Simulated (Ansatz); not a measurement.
# Hypothetical anti-perovskite Cs3AuS, pressure series

Take Cs$_{3}$AuS in the anti-perovskite structure (space group Pm-3m, No. 221; a = 6.5418 Å; a hypothetical phase, not in the database extracts checked) as the base.

Cell and atoms are relaxed at each pressure.

The values are results of plane-wave PAW DFT at the PBEsol level (Ansatz, an electronic-structure program, 420 eV), spin-orbit coupling left out, not measurements.

```csv
pressure (GPa),volume per atom (Å³/atom)
-1,64.201
0,55.991
0.3,?
0.7,52.577
1.5,49.803
3,46.012
5,42.496
7.5,39.324
10,36.878
```

### Question
Fit the third-order Birch–Murnaghan form P(V) = (3B₀/2)[(V₀/V)^(7/3) − (V₀/V)^(5/3)]·[1 + (3/4)(B₀′ − 4)((V₀/V)^(2/3) − 1)] (squares taken in P) to the rows shown and predict the withheld row.

### Answer
Least squares on the printed values gives V₀ = 56.058 Å³/atom, B₀ = 10.2 GPa, B₀′ = 4.1; this predicts 54.517 Å³/atom, and the run gives 54.359 Å³/atom, 0.158 lower.

The mesh was chosen for an insulator and is coarse for the gapless case. Load acts through the strain it causes; cell and atoms are relaxed under it. No phonon test of stability was made. No other phases were tried under pressure. All final runs are without spin polarisation.
